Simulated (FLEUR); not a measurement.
# Converging the k-point mesh at a smearing width of 0.02 eV: Ta (Im-3m, 1 atom in the cell)

```
CELL_PARAMETERS angstrom
     -1.65825     1.65825     1.65825
      1.65825    -1.65825     1.65825
      1.65825     1.65825    -1.65825
ATOMIC_POSITIONS crystal
  Ta 0.00000 0.00000 0.00000
```

Level of theory: PBE, all-electron FLAPW (FLEUR), scalar-relativistic valence in FLEUR.

Base settings: Kmax = 4 1/bohr; GmaxXC = 20 1/bohr; xcFunctional = pbe; jspins = 1; l_soc = F; mode = hist; fermiSmearingEnergy = 0.00367493 Htr; mesh (inpgen div1-3) = 6 6 6; inpgen gamma flag = true; Gmax = 20 1/bohr.

In this ladder: fermiSmearingEnergy = 0.00073499 Htr. Moved along: kpt_gamma.

Only quantities that move along the ladder and can be compared are tabulated.

Core times come from one kind of shared machine, to one figure; runs under 30 s give none.

The starting cell has typed, rounded lattice constants, without a prior relaxation at this level. Its lattice was rescaled by up to half a per cent. Spin polarisation is off. Values depend on the basis (sphere radii, cutoffs, local orbitals), which need not be converged.

Steps (kpt_div): 5 5 5; 6 6 6; 9 9 9; 10 10 10; 13 13 13; 15 15 15; 18 18 18; 22 22 22; 27 27 27; 33 33 33.

**Question.** What is the coarsest kpt_div that holds the free energy within 5 meV/atom of the last step, with all finer ones?

**Answer.** 10 10 10; the step before is off by 21 meV/atom.

```tsv
kpt_div	free energy less the last step's (meV/atom)	core time / last (rough)
5 5 5	72.25	–
6 6 6	81.51	–
9 9 9	21.05	–
10 10 10	-0.07	–
13 13 13	0.27	–
15 15 15	1.48	0.3
18 18 18	-0.62	0.3
22 22 22	0.88	0.6
27 27 27	-0.86	0.7
33 33 33	0.00	1
```

Left out of this page: 1 run of the series failed or unconverged.
